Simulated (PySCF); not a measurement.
PySCF 2.14.0, B3LYP/def2-svp: Al(H)(OMe)2 (C[O][AlH][O]C), 12 atoms. The geometry is a generated start, not checked to be a minimum at this level.

```yaml
task: energy and gradient
method: b3lyp
basis: def2-svp
mol.max_memory: 7000 MB
mf.init_guess: minao (default)
mf.DIIS: CDIIS (default)
mf.diis_space: 8 (default)
mf.conv_tol: 1e-09 (default)
mf.grids.level: 3 (default)
basis functions (reference run): 109
grid points (reference run): 144240
```

```xyz
12

Al    -0.3580     0.2140     0.7349
H     -0.9621     0.6228     2.0418
O     -0.8551     1.0914    -0.5684
C     -1.3445     1.8965    -1.6017
H     -1.2861     2.9485    -1.3105
H     -0.7605     1.7480    -2.5147
H     -2.3875     1.6449    -1.8050
O      0.7091    -1.0360     0.8358
C      1.6274    -2.0762     1.0100
H      1.9392    -2.4749     0.0424
H      2.5040    -1.7013     1.5389
H      1.1739    -2.8776     1.5966
```
Charge 0, spin multiplicity 1.

The reference run uses exact four-centre integrals. Single runs; times are not shown.

Settings tried, all else as in the reference:
- density fitting of J alone, exact K
- density fitting, auxbasis = autoaux
- density fitting
- density fitting, auxbasis = def2-universal-jfit

**Question.** Sort the settings: which keep to the reference within 1.0 meV/atom in energy, 10 meV/Å in forces (largest component), and which don't?

**Answer.** Within it: density fitting, auxbasis = autoaux; density fitting; density fitting of J alone, exact K. Outside: density fitting, auxbasis = def2-universal-jfit.

```csv
setting,energy against the reference,difference in forces (largest component)
"density fitting, auxbasis = autoaux",+0.045 meV/atom,0.74 meV/Å
density fitting,−0.15 meV/atom,1.7 meV/Å
"density fitting of J alone, exact K",−0.27 meV/atom,1.8 meV/Å
"density fitting, auxbasis = def2-universal-jfit",+460 meV/atom,300 meV/Å
```

Total energies are compared; such shifts often cancel in part in energy differences. def2-universal-jfit is made for Coulomb alone and misses functions that exchange needs. Also tried and not ranked: density fitting, auxbasis = def2-universal-jkfit (same energy as a listed run); COSX exchange (sgx_fit, pjs) with fitted J, mf.with_df.grids_level_i = 1, mf.with_df.grids_level_f = 1 (gradient came out as NaN); COSX exchange (sgx_fit, pjs) with fitted J, mf.with_df.grids_level_i = 1, mf.with_df.grids_level_f = 2 (default) (gradient came out as NaN); COSX exchange (sgx_fit, pjs) with fitted J, mf.with_df.grids_level_i = 1, mf.with_df.grids_level_f = 3 (gradient came out as NaN); COSX exchange (sgx_fit, pjs) with fitted J, mf.with_df.grids_level_i = 1, mf.with_df.grids_level_f = 4 (gradient came out as NaN). The tolerance is a choice made for this comparison.
